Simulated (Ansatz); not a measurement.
The reference is MgSe in the rock salt structure (space group Fm-3m, No. 225; a = 5.472 Å). Axes: x, y, z lie along the cube axes.

Level of theory: r2SCAN (Ansatz, a quantum-chemistry and plane-wave program), no spin-orbit coupling.

Strains are applied to the cell and any free atomic positions relax; under biaxial strain the out-of-plane vector relaxes too.

One change was made to it. Results:

The band gap drops by 0.075 eV (2.48 eV → 2.40 eV); the hole mass amounts to 0.19 mₑ out of plane, 0.79 mₑ in plane (at Γ); the valence-band top at Γ (three highest levels, from the VBM) becomes 0.00, -0.11, -0.11 eV (base: 0.00, 0.00, 0.00 eV).

Q: Which change produced these results?
A) biaxial strain −1.50 %, plane normal [001], relaxed out of plane
B) biaxial strain −0.50 %, plane normal [001], relaxed out of plane
C) biaxial strain −2.50 %, plane normal [001], relaxed out of plane
D) biaxial strain −3.00 %, plane normal [001], relaxed out of plane

A: A, biaxial strain −1.50 %, plane normal [001], relaxed out of plane. For comparison, the band gap in the other runs: biaxial strain −2.50 %, plane normal [001], relaxed out of plane gives 2.36 eV; biaxial strain −3.00 %, plane normal [001], relaxed out of plane gives 2.34 eV; biaxial strain −0.50 %, plane normal [001], relaxed out of plane gives 2.45 eV.

Masses are band curvatures over ±0.01 Å⁻¹ around the edge. Stability against distortions was not tested.
